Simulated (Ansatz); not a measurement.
AgI (model structure, started from the HgO type, P6₄22, No. 181, 6 atoms in the cell), treated with PBEsol (PAW; Ansatz, a quantum-chemistry and plane-wave program).

Run with plane-wave cutoff 520 eV, 12×12×4 k mesh (along the axes of the cell as run), Fermi–Dirac smearing 0.01 eV, no spin polarisation, scalar-relativistic PAW data made under PBE.

Cell (relaxed at this level):

AgI has the hexagonal space group P6₄22 (No. 181), Pearson symbol hP6. Conventional cell: a = b = 4.449 Å, c = 10.394 Å, α = β = 90.00°, γ = 120.00°. Ag on 3d is surrounded by 4 I at 2.819 Å. I on 3c has 4 Ag at 2.819 Å. (Neighbours: up to the widest gap in distance over summed covalent radii, below 1.35, at either atom; cation-cation and far metal-metal contacts left out.)

Q: Predict the band gap and smallest direct gap on the k points sampled.

A: 
- band gap = 0.56 eV
- smallest direct gap on the k points sampled = 1.12 eV

Note: the relaxation could raise the start's symmetry but not lower it, so the cell can be a saddle point.

Spin–orbit coupling is not included; with these elements it can move the gap by several tenths of an eV or more.

A model structure was made by putting elements into a prototype or built by hand; it is no filed structure, need not be a known phase, and can be a saddle point held by its symmetry.
